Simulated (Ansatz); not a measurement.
End structure of Li on the (000-1) surface of 4H silicon carbide (H on every top atom; a constructed slab, bottom: 1 H on 1 bottom sites), one in a cell of 33 Å², started at the site 'bridge H-H (span 3.1 Å)':

Host crystal: 4H silicon carbide, with a band gap (PBE, scalar-relativistic without spin-orbit coupling).

```yaml
crystal:
  lattice:
    - [6.18818, 0.00000, 0.00000]
    - [-3.09409, 5.35912, 0.00000]
    - [0.00000, 0.00000, 30.00000]
  atoms:
    - { symbol: Si, position: [0.33333, 0.16667, 0.36876] }
    - { symbol: Si, position: [0.33333, 0.66667, 0.36876] }
    - { symbol: Si, position: [0.83333, 0.16667, 0.36876] }
    - { symbol: Si, position: [0.83333, 0.66667, 0.36876] }
    - { symbol: C, position: [0.00000, 0.00000, 0.38990] }
    - { symbol: C, position: [0.00000, 0.50000, 0.38990] }
    - { symbol: C, position: [0.50000, 0.00000, 0.38990] }
    - { symbol: C, position: [0.50000, 0.50000, 0.38990] }
    - { symbol: Si, position: [0.00000, 0.00000, 0.45303] }
    - { symbol: Si, position: [0.00000, 0.50000, 0.45303] }
    - { symbol: Si, position: [0.50000, 0.00000, 0.45303] }
    - { symbol: Si, position: [0.50000, 0.50000, 0.45303] }
    - { symbol: C, position: [0.16667, 0.33333, 0.47405] }
    - { symbol: C, position: [0.16667, 0.83333, 0.47405] }
    - { symbol: C, position: [0.66667, 0.33333, 0.47405] }
    - { symbol: C, position: [0.66667, 0.83333, 0.47405] }
    - { symbol: Si, position: [0.16672, 0.33328, 0.53736] }
    - { symbol: Si, position: [0.16647, 0.83309, 0.53725] }
    - { symbol: Si, position: [0.66691, 0.33353, 0.53725] }
    - { symbol: Si, position: [0.66690, 0.83310, 0.53726] }
    - { symbol: C, position: [0.00028, 0.00027, 0.55864] }
    - { symbol: C, position: [0.00023, 0.49977, 0.55865] }
    - { symbol: C, position: [0.50008, 0.99992, 0.55811] }
    - { symbol: C, position: [0.49973, 0.49972, 0.55864] }
    - { symbol: Si, position: [0.99771, 0.99522, 0.62114] }
    - { symbol: Si, position: [0.99792, 0.50208, 0.62117] }
    - { symbol: Si, position: [0.50028, 0.99972, 0.62022] }
    - { symbol: Si, position: [0.50478, 0.50229, 0.62114] }
    - { symbol: C, position: [0.33366, 0.16634, 0.64203] }
    - { symbol: C, position: [0.33358, 0.66679, 0.64209] }
    - { symbol: C, position: [0.83321, 0.16642, 0.64209] }
    - { symbol: C, position: [0.83351, 0.66649, 0.64212] }
    - { symbol: H, position: [0.33333, 0.16667, 0.31875] }
    - { symbol: H, position: [0.33333, 0.66667, 0.31875] }
    - { symbol: H, position: [0.83333, 0.16667, 0.31875] }
    - { symbol: H, position: [0.83333, 0.66667, 0.31875] }
    - { symbol: H, position: [0.34997, 0.15003, 0.67886] }
    - { symbol: H, position: [0.34968, 0.69895, 0.67893] }
    - { symbol: H, position: [0.80105, 0.15032, 0.67893] }
    - { symbol: H, position: [0.83352, 0.66648, 0.67900] }
    - { symbol: Li, position: [0.16745, 0.33255, 0.68836] }
```

Set-up: 41 atoms, 10.8 Å thick at the start with caps and adatoms under the adsorbate (thin: gaps and levels are the slab's own); mesh 4x4x1; 0.01 eV smearing; dipole correction on; 20 atoms held, the rest relaxed; symmetry of the start imposed; spin-polarised, ending with about 0.4 μB a cell, a value that depends on the mesh; orders that need a larger cell were not tried, no spin-orbit, no U, no dispersion correction. The slab shows no gap over 0.04 eV on its mesh. At the end it is bonded to 3 C + 3 Si. In PBE it is, or lies within 0.03 eV of, the lowest of the starts that converged.

A negative adsorption energy means that the adsorbate is more stable on the surface than in its reference.

Task: What change of the step from the bottom to the top vacuum level, against the clean slab does PBE in Ansatz (an electronic-structure program) give?

Result: 1.19 eV

Task: What adsorption energy against an atom of bcc Li does PBE give?

Result: 1.53 eV
